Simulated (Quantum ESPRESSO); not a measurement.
The steps of a band-structure calculation for NaF (Fm-3m, 2 atoms in the cell) with Quantum ESPRESSO.

Level of theory: PBE, PseudoDojo standard norm-conserving (PBE) pseudopotentials (plane waves; Quantum ESPRESSO).

Step 1 (scf):

```fortran
&CONTROL
  calculation = 'scf',
  prefix = 'scf',
  outdir = './work',
  pseudo_dir = './',
  tprnfor = .true.,
  tstress = .true.,
/
&SYSTEM
  ibrav = 2,
  celldm(1) = 8.533164140,
  nat = 2,
  ntyp = 2,
  ecutwfc = 90,
  occupations = 'fixed',
  nbnd = 14,
/
&ELECTRONS
  conv_thr = 1e-10,
/
ATOMIC_SPECIES
Na    22.9898  Na.upf
F     18.9984  F.upf
ATOMIC_POSITIONS {crystal}
Na    0.000000000    0.000000000    0.000000000
F     0.500000000    0.500000000    0.500000000
K_POINTS {automatic}
9 9 9  1 1 1
```

Step 2 (bands):

```fortran
&CONTROL
  calculation = 'bands',
  prefix = 'scf',
  outdir = './work',
  pseudo_dir = './',
  verbosity = 'high',
/
&SYSTEM
  ibrav = 2,
  celldm(1) = 8.533164140,
  nat = 2,
  ntyp = 2,
  ecutwfc = 90,
  occupations = 'fixed',
  nbnd = 15,
/
&ELECTRONS
  conv_thr = 1e-10,
  startingwfc = 'random',
  diago_thr_init = 1.0d-6,
/
ATOMIC_SPECIES
Na    22.9898  Na.upf
F     18.9984  F.upf
ATOMIC_POSITIONS {crystal}
Na    0.000000000    0.000000000    0.000000000
F     0.500000000    0.500000000    0.500000000
K_POINTS {crystal_b}
12
  0.00000000   0.00000000   0.00000000  14  ! G
  0.50000000   0.00000000   0.50000000   7  ! X
  0.50000000   0.25000000   0.75000000   5  ! W
  0.37500000   0.37500000   0.75000000  15  ! K
  0.00000000   0.00000000   0.00000000  12  ! G
  0.50000000   0.50000000   0.50000000   9  ! L
  0.62500000   0.25000000   0.62500000   5  ! U
  0.50000000   0.25000000   0.75000000  10  ! W
  0.50000000   0.50000000   0.50000000   9  ! L
  0.37500000   0.37500000   0.75000000   1  ! K
  0.62500000   0.25000000   0.62500000   5  ! U
  0.50000000   0.00000000   0.50000000   1  ! X
```

Step 3 (bands.x):

```fortran
&BANDS
  prefix = 'scf',
  outdir = './work',
  filband = 'bands.dat',
  lsym = .false.,
/
```

Output of bands (abridged):

```
     Atomic positions and unit cell read from directory:
     ./work/scf.save/
     G-vector sticks info
     --------------------
     sticks:   dense  smooth     PW     G-vecs:    dense   smooth      PW
     Sum         913     913    265                17933    17933    2891

     bravais-lattice index     =            2
     lattice parameter (alat)  =       8.5332  a.u.
     unit-cell volume          =     155.3354 (a.u.)^3
   [... lines left out ...]

     site n.     atom                  positions (cryst. coord.)
         1        Na     tau(   1) = (  0.0000000  0.0000000  0.0000000  )
         2        F      tau(   2) = (  0.5000000  0.5000000  0.5000000  )

     number of k points=    93
                       cart. coord. in units 2pi/alat
        k(    1) = (   0.0000000   0.0000000   0.0000000), wk =   0.0215054
        k(    2) = (  -0.0714286   0.0000000   0.0000000), wk =   0.0215054
        k(    3) = (  -0.1428571   0.0000000   0.0000000), wk =   0.0215054
   [... 90 lines left out ...]

     Dense  grid:    17933 G-vectors     FFT dimensions: (  40,  40,  40)

     The potential is recalculated from file :
     ./work/scf.save/charge-density

     Band Structure Calculation
     Davidson diagonalization with overlap

     ethr =  1.00E-06,  avg # of iterations = 15.5

     End of band structure calculation

          k = 0.0000 0.0000 0.0000 (  2229 PWs)   bands (ev):

   -45.3392 -17.6938 -17.2175 -17.2175 -17.2175   1.5327   1.5327   1.5327
     8.3178  21.1912  21.1912  21.1912  24.1545  26.5325  26.5325

          k =-0.0714 0.0000 0.0000 (  2229 PWs)   bands (ev):

   -45.3389 -17.7204 -17.2184 -17.2184 -17.1872   1.4965   1.5265   1.5265
     8.3841  20.8925  21.2087  21.2087  24.5282  26.3410  26.5675

   [... 91 blocks of this kind left out ...]
```

Output of bands.x (abridged):

```
     Reading xml data from directory:

     ./work/scf.save/

     G-vector sticks info
     --------------------
     sticks:   dense  smooth     PW     G-vecs:    dense   smooth      PW
     Sum         913     913    265                17933    17933    2891

     Reading collected, re-writing distributed wavefunctions
     high-symmetry point:  0.0000 0.0000 0.0000   x coordinate   0.0000
     high-symmetry point: -1.0000 0.0000 0.0000   x coordinate   1.0000
     high-symmetry point: -1.0000 0.5000 0.0000   x coordinate   1.5000
     high-symmetry point: -0.7500 0.7500 0.0000   x coordinate   1.8536
     high-symmetry point:  0.0000 0.0000 0.0000   x coordinate   2.9142
     high-symmetry point: -0.5000 0.5000 0.5000   x coordinate   3.7802
     high-symmetry point: -1.0000 0.2500 0.2500   x coordinate   4.3926
     high-symmetry point: -1.0000 0.5000 0.0000   x coordinate   4.7462
     high-symmetry point: -0.5000 0.5000 0.5000   x coordinate   5.4533
     high-symmetry point: -0.7500 0.7500 0.0000   x coordinate   6.0656
     high-symmetry point: -1.0000 0.2500 0.2500   x coordinate   6.0656
     high-symmetry point: -1.0000 0.0000 0.0000   x coordinate   6.4192

     Plottable bands (eV) written to file bands.dat.gnu
     Bands written to file bands.dat

   JOB DONE.
```

The gap along the path is 6.79 eV.

The starting cell comes from a database of computed structures (which also holds hypothetical and non-ambient phases and stackings), without a prior relaxation at this level. Its lattice was rescaled by a random factor within 2.5 % of one.
